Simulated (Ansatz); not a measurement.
Take Lu in the hcp (Mg type) structure (space group P6_3/mmc, No. 194; relaxed with 0.1 eV smearing) as the base.

```
CELL_PARAMETERS angstrom
      3.44317     0.00000     0.00000
     -1.72159     2.98188     0.00000
      0.00000     0.00000     5.36685
ATOMIC_POSITIONS crystal
  Lu 0.66667 0.33333 0.75000
  Lu 0.33333 0.66667 0.25000
```

Cartesian axes are those of the cell as printed.

The values are results of plane-wave PAW DFT at the PBEsol level (Ansatz, a first-principles code, 420 eV), no SOC, not measurements.

It is then changed as follows: biaxial strain +3.00 %, plane normal [001], relaxed out of plane (Cartesian); in-plane vectors clamped, the third vector and the atoms free.

**Question.** How does this affect the out-of-plane strain?

**Answer.** The out-of-plane strain comes out as -1.31 %.

**Question.** What happens to the in-plane stress?

**Answer.** The mean in-plane stress (compression positive) is -3.2 GPa.

Stability against distortions was not tested.
